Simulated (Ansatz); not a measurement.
Results of r²SCAN (plane waves, PAW; Ansatz, an electronic-structure program) for CsCl-type NdAg.

Numerical settings: plane-wave cutoff 560 eV, 16×16×16 k mesh, Fermi–Dirac smearing 0.05 eV, spin-polarised with parallel moments, scalar-relativistic PAW data made under PBE.

Cell (relaxed at this level):

```xyz
2
Lattice="3.7880 0.0000 0.0000 0.0000 3.7880 0.0000 0.0000 0.0000 3.7880" Properties=species:S:1:pos:R:3 pbc="T T T"
Ag     0.0000     0.0000     0.0000
Nd     1.8940     1.8940     1.8940
```
Starting moments (μB, in the order of the record's atoms Ag Nd): 0.0 3.0.

Estimate the bulk modulus B0 that the calculation returns.


- bulk modulus B0 = 43.2 GPa

Note: the magnetic order was assumed, not searched for or taken from measurement; the bulk modulus is −V dP/dV from two relaxed cells at ±2 % in volume; the 4f shell is treated without U or exact exchange, so its levels and filling can be wrong.

Spin–orbit coupling is not included.

Computed values are for the static lattice.

The result took about 8 core-minutes (a rough figure).
